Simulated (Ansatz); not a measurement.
Take CoSi (space group P2_13, No. 198; a = 4.3831 Å; non-magnetic) as the base.

The values are results of plane-wave PAW DFT at the r2SCAN level (Ansatz, a program for electronic structure, 500 eV), without spin-orbit coupling, not measurements.

For the base:

| Property | Value |
|---|---|
| Density | 6.86 g/cm³ |

One thing is altered: cell and atoms relaxed at a pressure of 75 GPa.

Task: What does the calculation give for the density after the change?

Result: The density rises by 1.48 g/cm³ to 8.34 g/cm³.

Load acts through the strain it causes; cell and atoms are relaxed under it. Stability against distortions was not tested. No other phases were tried under pressure. Seeded moments were not kept for the base. The final runs are not spin-polarised.
